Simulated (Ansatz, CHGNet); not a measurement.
Equilibrium lattice constant a of cubic perovskite SrVO3: levels of theory against measurement

Reference value: 3.842 Å (measured, temperature not stated, no zero-point or thermal correction; as tabulated in Marks et al. (2021), arXiv:2103.05797).

Q: What do CHGNet-r²SCAN, LDA, PBE, rVV10, r²SCAN give, and how far is each from the reference?

A: 
```json
[
 {"level (code)": "CHGNet-r²SCAN", "value (Å)": "3.854", "difference (%)": "+0.31"},
 {"level (code)": "LDA (Ansatz)", "value (Å)": "3.773", "difference (%)": "-1.80"},
 {"level (code)": "PBE (Ansatz)", "value (Å)": "3.858", "difference (%)": "+0.42"},
 {"level (code)": "rVV10 (Ansatz)", "value (Å)": "3.871", "difference (%)": "+0.75"},
 {"level (code)": "r²SCAN (Ansatz)", "value (Å)": "3.828", "difference (%)": "-0.36"}
]
```

The reference's temperature isn't stated, so close values are not ranked against it. Off by more than 1.25 %, or 1.75 % on the side where a correction would as a rule narrow the miss (bounds picked here): LDA (-1.80 %).

The reference isn't brought to a static lattice, while the calculations are for one, so the differences are not the levels' errors alone. A static lattice is as a rule a little smaller than the measured one. The crystal itself was run without spin with LDA, PBE, rVV10, r²SCAN; a magnetic state was not tried in these runs. rVV10: the run has no spin polarisation, so it can have missed a magnetic state. Cutoffs and k meshes differ between the levels. Ansatz's density-functional and Hartree–Fock values are scalar-relativistic unless marked +SOC, with PAW data made under PBE.

Machine-learned potentials (CHGNet-r²SCAN) are trained on DFT data: a solid inside that data is no test of them.

Differences are worked out from the printed values.

Ansatz is an electronic-structure program.
